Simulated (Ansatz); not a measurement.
Start from SnO₂ in the rutile structure (space group P4_2/mnm, No. 136).

```yaml
crystal:
  lattice:
    - [4.75991, 0.00000, 0.00000]
    - [0.00000, 4.75991, 0.00000]
    - [0.00000, 0.00000, 3.20075]
  atoms:
    - { symbol: Sn, position: [0.00000, 0.00000, 0.00000] }
    - { symbol: Sn, position: [0.50000, 0.50000, 0.50000] }
    - { symbol: O, position: [0.30591, 0.30591, 0.00000] }
    - { symbol: O, position: [0.80591, 0.19409, 0.50000] }
    - { symbol: O, position: [0.19409, 0.80591, 0.50000] }
    - { symbol: O, position: [0.69409, 0.69409, 0.00000] }
```

Cartesian axes are those of the cell as printed.

Calculations: r2SCAN, PAW, 500 eV (Ansatz, a first-principles code; no SOC).

Strains are applied to the cell and any free atomic positions relax; under stress the whole cell relaxes.

One change was made to it. Results:

| quantity | base | after |
|---|---|---|
| band gap | 1.77 eV | 1.44 eV |
| energy relative to the base (free energy F) | 0 meV/atom | +12 meV/atom |
| valence-band top at Γ (three highest levels, from the VBM) | 0.00, -0.77, -0.77 eV | 0.00, -0.66, -0.82 eV |

Q: Which of these changes matches the shifts?
A. uniaxial stress, 5 GPa compression along z
B. uniaxial strain ε_xx = +0.97 %
C. uniaxial strain ε_yy = +3.60 %
D. strain tensor (xx, yy, zz, yz, xz, xy) = (−0.57, +0.17, +0.14, +0.11, −1.03, +0.41) %
E. isotropic strain +4.99 %

A: C, uniaxial strain ε_yy = +3.60 %. For comparison, the band gap in the other runs: strain tensor (xx, yy, zz, yz, xz, xy) = (−0.57, +0.17, +0.14, +0.11, −1.03, +0.41) % gives 1.78 eV; uniaxial stress, 5 GPa compression along z gives 1.87 eV; isotropic strain +4.99 % gives 0.28 eV; uniaxial strain ε_xx = +0.97 % gives 1.67 eV.

Gaps are read on the SCF mesh and a high-symmetry path. Stability under load was not tested beyond the relaxation. The zero or small gap of SnO2 under isotropic strain +4.99 % can change with the level of theory.
